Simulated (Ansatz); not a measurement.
Tunnelling through a barrier is set by its complex band structure: the current falls as exp(−2κd) with the smallest κ.

Consider the following.

```
HfO2
1.0
    3.55802     0.00000     0.00000
    0.00000     5.17186     0.00000
    0.00000     0.00000     3.55802
Hf O
2 4
Direct
  0.50000   0.50000   0.50000
  0.00000   0.00000   0.00000
  0.50000   0.30279   0.00000
  0.50000   0.80279   0.00000
  0.00000   0.19721   0.50000
  0.00000   0.69721   0.50000
```

The cell is taken as given; by r2SCAN it stands under a pressure of 4.1 GPa.

Transport runs along the normal of the first two printed cell vectors, the (100) plane of the conventional cell.

The gap is the functional's own. No spin-orbit coupling. Mid-gap values are those at the computed energy nearest the middle.

State the band gap and the smallest decay constant κ at mid-gap according to Ansatz (a quantum-chemistry and plane-wave program) with r2SCAN.

Gap 5.31 eV on a 8×6×8 mesh; κ = 0.422 1/Å, at the zone centre.
